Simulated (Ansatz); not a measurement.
Input:

End structure of a constructed model of the (111) surface of fcc Au, a pseudomorphic layer of Sc in the host's stacking (bottom of the slab: a bare face, its two planes held):

```
CELL_PARAMETERS angstrom
      2.93959     0.00000     0.00000
     -1.46980     2.54576     0.00000
      0.00000     0.00000    31.00000
ATOMIC_POSITIONS crystal
  Au 0.33333 0.66667 0.26306
  Au 0.66667 0.33333 0.34049
  Au 0.00000 0.00000 0.41770
  Au 0.33333 0.66667 0.49521
  Au 0.66667 0.33333 0.57339
  Au 0.00000 0.00000 0.65361
  Sc 0.33333 0.66667 0.72868
```

Slab: 7 atoms, 14.7 Å thick at the start; k 15x15x1, smearing 0.1 eV, dipole-corrected; single point; on the structure that PBE left under its start's symmetry; no spin, no spin-orbit, no U. It is one candidate, not shown to be the stable structure of the face.

Task: Estimate the work function of the top face that r2SCAN, at the PBE geometry (Ansatz, a quantum-chemistry and plane-wave program) returns for this input.

Result: 3.85 eV
